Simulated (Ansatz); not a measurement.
Take HfS₂ in the CdI2 type structure (space group P-3m1, No. 164; a = 3.5475 Å, c = 5.5768 Å; layered, stacked along the Cartesian z axis) as the base.

Level of theory: PBEsol-D3(BJ)/PAW in Ansatz (a first-principles code), spin-orbit coupling left out.

Before the change:

Width of the top valence band: 2.39 eV
Pressure: 0.1 kbar
Band gap: 0.45 eV

One thing is altered: the cell is scaled by 0.9900 in all directions; the atoms relax in the strained cell.

Q: What happens to the largest internal atomic displacement, width of the top valence band, pressure and band gap?

A: The largest internal atomic displacement amounts to 0.027 Å; the width of the top valence band increases by 0.11 eV (2.39 eV → 2.50 eV); the pressure (mean of the normal stresses, compression positive) increases by 16.9 kbar (0.1 kbar → 17.0 kbar); the band gap decreases by 0.17 eV, from 0.45 eV to 0.28 eV.

With Hf present, leaving out spin-orbit coupling can change the band edges. Stability against distortions was not tested. The zero or small gap of HfS2 under isotropic strain −1.00 % can change with the level of theory.
